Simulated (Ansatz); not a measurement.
The parent structure is MgS in the rock salt structure (space group Fm-3m, No. 225; a = 5.155 Å). Axes: x, y, z lie along the cube axes.

Level of theory: PBE-D3(BJ) in Ansatz (plane waves to 420 eV, PAW, no SOC).

Now apply this change: every lattice vector is stretched by 2.06 %, atoms relaxed at fixed cell.

**Question.** Predict the stress tensor and what it implies for the stiffness.

**Answer.** Stress of the strained cell less that of the base (GPa, compression positive):
```
  -4.38    0.00    0.00
   0.00   -4.38    0.00
   0.00    0.00   -4.38
```

Then B = −ΔP/(ΔV/V₀) with ΔV/V₀ = 0.0631 gives secant stiffness values (nonlinear terms included at this strain): B ≈ 69 GPa.

As a check, the harmonic strain energy −½ V₀ Δσ:ε is 14 meV/atom; the computed energy rise is 16 meV/atom.

Whether these cells are dynamically stable was not tested. The base started in Pnma and relaxed to Fm-3m at this level.

Ansatz is a program for electronic structure.
